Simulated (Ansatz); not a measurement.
## TiSi2: pressure series

Start from TiSi2 (space group Cmcm, No. 63; a = 3.5461 Å, b = 13.5634 Å, c = 3.5798 Å).

Cell and atoms are relaxed at each pressure.

Computed with PBE (Ansatz, a first-principles code), no spin-orbit coupling.

Notes on the quantities. enthalpy: H = E + PV relative to the base's energy.

| change | density | enthalpy | shortest interatomic distance |
|---|---|---|---|
| base | 4.01 g/cm³ | – | 2.404 Å |
| pressure −2 GPa | 3.95 g/cm³ | -0.18 eV/atom | 2.410 Å |
| pressure −1 GPa | 3.98 g/cm³ | -0.09 eV/atom | 2.407 Å |
| pressure 1.8 GPa | 4.07 g/cm³ | +0.16 eV/atom | 2.399 Å |
| pressure 4.2 GPa | 4.14 g/cm³ | +0.37 eV/atom | 2.393 Å |
| pressure 9 GPa | 4.27 g/cm³ | +0.78 eV/atom | 2.381 Å |
| pressure 18 GPa | … | +1.52 eV/atom | 2.362 Å |
| pressure 30 GPa | … | +2.45 eV/atom | 2.341 Å |
| pressure 45 GPa | 5.01 g/cm³ | +3.56 eV/atom | 2.319 Å |
| pressure 60 GPa | … | +4.61 eV/atom | 2.300 Å |

### Question
Complete the table.

### Answer

- pressure 18 GPa, density: 4.49 g/cm³
- pressure 30 GPa, density: 4.74 g/cm³
- pressure 60 GPa, density: 5.25 g/cm³

Load acts through the strain it causes; cell and atoms are relaxed under it. Stability against distortions was not tested. Competing high-pressure phases were not computed. The final runs are not spin-polarised.
